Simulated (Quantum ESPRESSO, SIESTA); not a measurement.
A Quantum ESPRESSO input for a self-consistent single point of MgS (Fm-3m, 2 atoms in the cell) (DFT, PBE, plane waves, PseudoDojo standard norm-conserving (PBE) pseudopotentials):

```fortran
&control
  calculation = 'scf'
  prefix = 'pwscf'
  outdir = './work'
  pseudo_dir = './'
  verbosity = 'high'
  tprnfor = .true.
  tstress = .true.
/
&system
  ibrav = 0
  nat = 2
  ntyp = 2
  ecutwfc = 85
  occupations = 'smearing'
  smearing = 'fd'
  degauss = 0.000734986
/
&electrons
  conv_thr = 1e-10
  mixing_beta = 0.4
/
ATOMIC_SPECIES
Mg    24.3050  Mg.upf
S     32.0600  S.upf
ATOMIC_POSITIONS angstrom
Mg    0.0000000000    0.0000000000    0.0000000000
S     2.5288900000    2.5288900000    2.5288900000
K_POINTS automatic
9 9 9  0 0 0
CELL_PARAMETERS angstrom
   0.0000000000     2.5288900000     2.5288900000
   2.5288900000     0.0000000000     2.5288900000
   2.5288900000     2.5288900000     0.0000000000
```

Problem. Write the same calculation as an input for SIESTA.

Solution. This is the input that was run; spellings and numerical settings could be chosen otherwise.

```
# files in the folder: Mg.psml S.psml (PseudoDojo PBE standard)
SystemName  MgS
SystemLabel MgS

NumberOfAtoms                2
NumberOfSpecies              2
%block ChemicalSpeciesLabel
  1 12 Mg
  2 16 S
%endblock ChemicalSpeciesLabel
LatticeConstant              3.576391 Ang
%block LatticeVectors
     0.000000000    0.707106689    0.707106689
     0.707106689    0.000000000    0.707106689
     0.707106689    0.707106689    0.000000000
%endblock LatticeVectors
AtomicCoordinatesFormat      Ang
%block AtomicCoordinatesAndAtomicSpecies
     0.000000000    0.000000000    0.000000000  1
     2.528890000    2.528890000    2.528890000  2
%endblock AtomicCoordinatesAndAtomicSpecies

XC.functional                GGA
XC.authors                   PBE
PAO.BasisSize                TZP
PAO.EnergyShift              0.01 Ry
MeshCutoff                   350 Ry
%block kgrid.MonkhorstPack
    9   0   0  0.0
    0   9   0  0.0
    0   0   9  0.0
%endblock kgrid.MonkhorstPack
OccupationFunction           FD
ElectronicTemperature        0.01 eV

MaxSCFIterations             150
SCF.Mixer.Method             Pulay
SCF.Mixer.Weight             0.25
SCF.Mixer.History            8
SCF.DM.Tolerance             1.0E-04
Diag.ParallelOverK           true
WriteForces                  true
```

Basis, cutoffs, solver keys and any potentials are the target program's own. This input uses DFT, GGA PBE, numerical atomic orbitals TZP, PseudoDojo PBE standard norm-conserving potentials (rewritten from UPF to PSML). Both were run: pressure 9.17 GPa in Quantum ESPRESSO and 10.32 in SIESTA; gap on the mesh 3.097 eV in Quantum ESPRESSO and 2.953 in SIESTA.

On Quantum ESPRESSO: the starting cell has typed, rounded lattice constants, without a prior relaxation at this level. Its lattice was rescaled by a random factor within 2.5 % of one. For this run, on top of that: lattice scaled by 0.98. With a pressure of about 9 GPa the cell is away from its equilibrium volume at this level.

On SIESTA: the starting cell has typed, rounded lattice constants, without a prior relaxation at this level. Its lattice was rescaled by a random factor within 2.5 % of one. For this run, on top of that: lattice scaled by 0.98. Values carry the incompleteness of an atom-centred basis. With a pressure of about 10 GPa the cell is away from its equilibrium volume at this level.
